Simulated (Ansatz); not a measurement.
## Hypothetical rock salt GaSb: pressure series

Base system: GaSb in the rock salt structure (space group Fm-3m, No. 225; a = 5.697 Å; a hypothetical phase, not in the database extracts checked).

Cell and atoms are relaxed at each pressure.

Computed with Ansatz (a quantum-chemistry and plane-wave program), PBEsol, PAW, cutoff 420 eV, no spin-orbit coupling.

| pressure (GPa) | volume per atom (Å³/atom) |
|---|---|
| -2 | 23.912 |
| -1 | 23.487 |
| 0 | 23.108 |
| 0.3 | 23.003 |
| 0.7 | ? |
| 1.5 | 22.609 |
| 5 | 21.631 |
| 7.5 | 21.058 |
| 10 | 20.559 |

Task: Fit the third-order Birch–Murnaghan form P(V) = (3B₀/2)[(V₀/V)^(7/3) − (V₀/V)^(5/3)]·[1 + (3/4)(B₀′ − 4)((V₀/V)^(2/3) − 1)] (squares taken in P) to the rows shown and predict the withheld row.

Result: Least squares on the printed values gives V₀ = 23.112 Å³/atom, B₀ = 64.2 GPa, B₀′ = 4.9; this predicts 22.868 Å³/atom, and the run gives 22.867 Å³/atom, in agreement.

Load acts through the strain it causes; cell and atoms are relaxed under it. Whether these cells are dynamically stable was not tested. No other phases were tried under pressure. All final runs are without spin polarisation.
